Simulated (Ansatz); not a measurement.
The starting structures come from a database of crystals and need not be the phases stable at ambient conditions.

Data:

```xyz
10
Lattice="6.6190 0.0000 0.0000 -0.5007 6.6001 0.0000 3.0592 3.3000 7.3489" Properties=species:S:1:pos:R:3 pbc="T T T"
Rb     6.3687     3.3000     3.6745
Rb     2.8088     6.6001     3.6745
Rb     1.4901     4.7546     0.0000
Rb     4.6283     1.8454     0.0000
P      3.0592     3.3000     5.1866
P      6.1184     6.6001     2.1624
P      4.3221     4.6624     6.2739
P      4.8554     5.2377     1.0750
P      7.9146     8.5377     6.2739
P      1.2629     1.3624     1.0750
```

Space group of this cell: Fmmm. The cell is taken as given.

Transport runs along the normal of the first two printed cell vectors.

The gap is the functional's own, uncorrected, and κ follows it; spin-orbit coupling is left out. Mid-gap values are interpolated between the computed energies.

### Question
Compute, with Ansatz (a quantum-chemistry and plane-wave program) with r2SCAN, the band gap and the smallest decay constant κ at mid-gap.

### Answer
Gap 1.01 eV on a 6×6×6 mesh; κ = 0.189 1/Å, at (0.500, 0.500) of the in-plane reciprocal vectors. At the zone centre, at the nearest computed energy, the slowest state has κ = 0.28 1/Å.
